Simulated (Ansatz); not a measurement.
Take GeSe in the GeS type structure (space group Pnma, No. 62; a = 10.962 Å, b = 3.876 Å, c = 4.431 Å; layered, stacked along the Cartesian x axis) as the base. Axes: x, y, z lie along a, b, c of the conventional cell.

Calculations: plane-wave PAW DFT at the PBE-D3(BJ) level (Ansatz, a program for electronic structure, 420 eV), spin-orbit coupling left out, earlier PAW set.

For the base:

The shortest interatomic distance is 2.584 Å and the band gap is 0.73 eV.

The change: tensile biaxial strain of 0.53 % in the plane normal to [001], as in epitaxy on a mismatched substrate; the out-of-plane cell vector and the atoms relax.

Problem. What does the calculation give for the shortest interatomic distance after the change?

Solution. The shortest interatomic distance is nearly the same (2.584 Å against 2.583 Å).

Problem. What does the calculation give for the band gap after the change?

Solution. The band gap drops by 0.04 eV, from 0.73 eV to 0.69 eV.

Stability against distortions was not tested. The D3 term's C6 switches between coordination references near this geometry, which can add small steps to energies.
